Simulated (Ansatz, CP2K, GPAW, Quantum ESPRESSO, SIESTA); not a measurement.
# One structure in several programs: PbS₂ (P1, 6 atoms in the cell)

Self-consistent single point, at a second geometry (atoms moved at random). First geometry:

```
CELL_PARAMETERS angstrom
     -3.06881     3.06881     3.76905
      3.06881    -3.06881     3.76905
      3.06881     3.06881    -3.76905
ATOMIC_POSITIONS crystal
  Pb 0.75000 0.75000 0.00000
  Pb 0.25000 0.25000 0.00000
  S  0.11903 0.61903 0.73806
  S  0.88097 0.38097 0.26194
  S  0.61903 0.88097 0.50000
  S  0.38097 0.11903 0.50000
```

Second geometry:
```yaml
crystal:
  lattice:
    - [-3.06881, 3.06881, 3.76905]
    - [3.06881, -3.06881, 3.76905]
    - [3.06881, 3.06881, -3.76905]
  atoms:
    - { symbol: Pb, position: [0.75468, 0.75711, 0.01301] }
    - { symbol: Pb, position: [0.24127, 0.24801, 0.99232] }
    - { symbol: S, position: [0.12207, 0.62533, 0.73783] }
    - { symbol: S, position: [0.87635, 0.37570, 0.25137] }
    - { symbol: S, position: [0.63032, 0.89469, 0.51033] }
    - { symbol: S, position: [0.37531, 0.09916, 0.49514] }
```

Shared settings, as Ansatz (a program for electronic structure) writes them: kpoints.mp_grid.grid = 6 6 6; scf.occupations.method = fermi_dirac; scf.occupations.width = 0.05 eV. Potentials and cutoffs stand in the table.

```csv
code,model,ΔF from the first geometry (meV/atom),pressure (GPa),largest force (eV/Å),cutoff
Quantum ESPRESSO,"LDA (PW92), PseudoDojo standard norm-conserving (LDA) pseudopotentials",13.6,-2.81,1.372,60 Ry
SIESTA,"LDA PW92, numerical atomic orbitals DZP, PseudoDojo LDA standard norm-conserving potentials (rewritten from UPF to PSML)",16.8,-2.93,1.855,grid 400 Ry
Ansatz,"LDA (PW92), PAW files made with PBE",13.7,-2.84,1.404,default
CP2K,"LDA (Pade form), GPW, DZVP-MOLOPT-SR-GTH basis, GTH-PADE potentials (GTH_POTENTIALS)",14.0,-3.15,1.428,grid 400 Ry
GPAW,"LDA (Perdew-Wang 92), GPAW PAW datasets LDA (gpaw-data 1.0.1)",13.8,-2.94,1.441,550 eV
```

Size of the force on each atom (eV/Å): Sizes of forces hide their directions.

| code | Pb1 | Pb2 | S3 | S4 | S5 | S6 |
|---|---|---|---|---|---|---|
| Quantum ESPRESSO | 0.146 | 0.110 | 0.324 | 0.450 | 1.245 | 1.372 |
| SIESTA | 0.200 | 0.162 | 0.093 | 0.141 | 1.717 | 1.855 |
| Ansatz | 0.143 | 0.106 | 0.306 | 0.431 | 1.277 | 1.404 |
| CP2K | 0.140 | 0.096 | 0.311 | 0.449 | 1.293 | 1.428 |
| GPAW | 0.138 | 0.100 | 0.277 | 0.402 | 1.315 | 1.441 |

On Ansatz's run: spin-orbit coupling is off.

The spread over the programs that give each value: ΔF from the first geometry within 3.2 meV/atom; pressure within 0.34 GPa; largest force within 0.483 eV/Å.

SIESTA and CP2K use small atom-centred bases, whose incompleteness enters pressures, forces and empty levels differently from a plane-wave cutoff. Ansatz's pressure is given at a fixed set of plane waves, as the other plane-wave codes print theirs; with its correction for the finite basis it is -2.80 GPa. In the force vectors, SIESTA (by 0.453) lies more than 0.08 eV/Å from the median of the plane-wave programs.

The starting cell comes from a database of computed structures (which also holds hypothetical and non-ambient phases and stackings), without a prior relaxation at this level. Its lattice was rescaled by a random factor within 2.5 % of one. For this run, on top of that: atoms moved at random.

Keys are those of Ansatz 0.2.
